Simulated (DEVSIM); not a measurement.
Structure: In0.52Al0.48As/In0.53Ga0.47As p-n heterojunction, at 350 K.

```csv
layer (left to right),material,thickness (μm),Nd (cm⁻³),Na (cm⁻³),τn (s),τp (s)
1,In0.52Al0.48As,0.130,-,1.4e17,5.4e-10,5.4e-10
2,In0.53Ga0.47As,0.430,2.8e16,-,5.4e-10,5.4e-10
```

Left contact: ohmic. Right contact: ohmic. Voltage is applied to the left contact. Recombination: SRH at mid-gap, radiative, Auger. Mobility is μmin + (μ − μmin)/(1 + (N/Nref)^α).

Constants are typed, rounded textbook-type inputs, not results; the design itself was drawn at random and stands for no fabricated device. Values at 300 K; Nc and Nv go as T^1.5, mobilities as T to minus their exponent, the gap by Varshni's rule with the affinity fixed.

```
parameter         In0.52Al0.48As  In0.53Ga0.47As
----------------  --------------  --------------
gap (eV)                    1.45            0.74
affinity (eV)                  4            4.51
permittivity                12.5            13.9
Nc (cm⁻³)                 5.1e17          2.1e17
Nv (cm⁻³)                 1.1e19          7.7e18
μn (cm²/Vs)                 4000           12000
μp (cm²/Vs)                   75             300
μn,min                       800             300
μp,min                        10              10
Nref,n                      3e16          1.3e17
Nref,p                      1e17          4.9e17
αn                           1.1            0.48
αp                           0.6             0.4
T exponent of μn             1.5             1.6
T exponent of μp             1.5             1.6
B (cm³/s)                  1e-10         9.6e-11
Cn (cm⁶/s)                 1e-30           5e-29
Cp (cm⁶/s)                 1e-30           5e-29
Varshni α (eV/K)         0.00042         0.00035
Varshni β (K)                180             190
```

Model (solved in DEVSIM): 1D drift-diffusion, Boltzmann statistics, complete ionisation; no tunnelling, impact ionisation, image-force lowering or self-heating. Band offsets follow the typed affinities; no thermionic-emission limit at abrupt steps, no polarisation charge.

The thickness of layer 1 was swept, all else fixed.

```csv
thickness of layer 1 (μm),largest field in the device at zero bias (V/cm),dark forward voltage at 100 A/cm² (V)
0.026,87000,0.428
0.045,79000,0.431
0.078,78000,0.432
0.13,78000,0.433
0.22,78000,0.434
0.39,78000,0.437
0.65,78000,0.440
```

From the first row to the last the largest field in the device at zero bias goes from 87000 to 78000. From the first row to the last the dark forward voltage at 100 A/cm² goes from 0.428 to 0.440.
